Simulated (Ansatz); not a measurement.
# A constructed model of the (0001) surface of hcp Ti, a layer of Cu in place of the second plane (bottom of the slab: a bare face, its two planes held)

These are PBE (plane waves to 420 eV, PAW; Ansatz, a program for electronic structure) values and carry that method's errors.

Slab: 6 atoms, 11.3 Å thick at the start; k 15x15x1, smearing 0.1 eV, dipole-corrected; 2 atoms held, the rest relaxed; symmetry of the start imposed; no spin, no spin-orbit, no U. It is one candidate, not shown to be the stable structure of the face.

The work function of the top face is 4.28 eV and the energy released by relaxation is 0.021 eV. The cost comes out as roughly 2.8 core-minutes.
